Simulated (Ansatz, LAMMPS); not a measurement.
Ge well of 9 atomic layers along [001] in random Si0.3Ge0.7, interfaces one step of a layer. Cell 17.02 × 17.02 × 51.44 Å, Si140Ge508, 648 atoms. Prepared with Tersoff's 1989 multicomponent potential (SiCGe.tersoff) in LAMMPS: minimisation. 

Basis: localised support functions (accuracy medium) on a full density matrix. k-points: zone centre alone; occupations: Fermi-Dirac, 0.010 eV; spin polarisation not allowed. Scalar-relativistic, no spin-orbit coupling.

What gap and bonding does Ansatz (a program for electronic structure) with PBE, support functions at accuracy medium on the grid of 370 eV give?


* **Kohn-Sham gap of the cell on its k-mesh**: 0.25 eV
* **weight of the highest filled level on the well**: 0.59
* **weight of the lowest empty level on the well**: 0.30
* **coordination (neighbours within 2.924 Å)**: 100.0 % 4-fold
* **Ge-Ge bonds, mean ± spread**: 2.483 ± 0.007 Å
* **Ge-Si bonds, mean ± spread**: 2.437 ± 0.008 Å
* **Si-Si bonds, mean ± spread**: 2.388 ± 0.008 Å
* **bond angles, mean ± spread**: 109.5° ± 1.1°
* **pressure**: 0.07 GPa
